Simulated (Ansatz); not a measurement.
**Equilibrium lattice constant a of In2TeO2 (model structure, started from the La2SO2 type, P-3m1, No. 164, 5 atoms in the cell) at several levels of theory**

No measured value is used here.

Question: Put these levels in order of the equilibrium lattice constant a that they give for In2TeO2 (model structure, started from the La2SO2 type, P-3m1, No. 164, 5 atoms in the cell), smallest first: LDA (Ansatz, a program for electronic structure), PBE (Ansatz), PBEsol (Ansatz), r²SCAN (Ansatz).

Answer: LDA (3.713 Å), PBEsol (3.746 Å), r²SCAN (3.789 Å), PBE (3.804 Å)

Cutoffs differ between the levels. Ansatz's density-functional and Hartree–Fock values are scalar-relativistic unless marked +SOC, with PAW data made under PBE.

A model structure was made by putting elements into a prototype or built by hand; it is no filed structure, need not be a known phase, and can be a saddle point held by its symmetry.
